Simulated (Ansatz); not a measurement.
Take GaAs in the zinc blende structure (space group F-43m, No. 216; a = 5.6667 Å) as the base.

Now apply this change: P takes the place of As on all its sites; the structure is relaxed again.

Levels (all Ansatz, a quantum-chemistry and plane-wave program, PAW): r2SCAN (500 eV, without spin-orbit coupling); HSE06+SOC (420 eV, with spin-orbit coupling).

The geometry is relaxed with r2SCAN.

| Property | Value |
|---|---|
| r2SCAN lowest conduction level above the VBM at special points | X 1.91 eV; L 2.04 eV; Γ 2.36 eV |
| r2SCAN valence-band top at Γ | 0.00, 0.00, 0.00 eV |

Problem. Predict the lowest conduction level above the VBM at special points and valence-band top at Γ from HSE06+SOC.

Solution. The lowest conduction level above the VBM at special points changes from X 1.91 eV; L 2.04 eV; Γ 2.36 eV to X 2.26 eV; L 2.47 eV; Γ 2.76 eV; the valence-band top at Γ (three highest Kramers pairs, from the VBM) becomes 0.00, 0.00, -0.10 eV (r2SCAN: 0.00, 0.00, 0.00 eV). The threefold valence maximum splits by Δso ≈ 0.10 eV.

Single points use the geometry relaxed with r2SCAN. HSE06 was sampled on its mesh, a few special points and the semilocal edge points, so its gap is an upper bound. The spin-orbit shifts are approximate. The levels and masses belong to the bands next to the band gap. Stability against distortions was not tested.
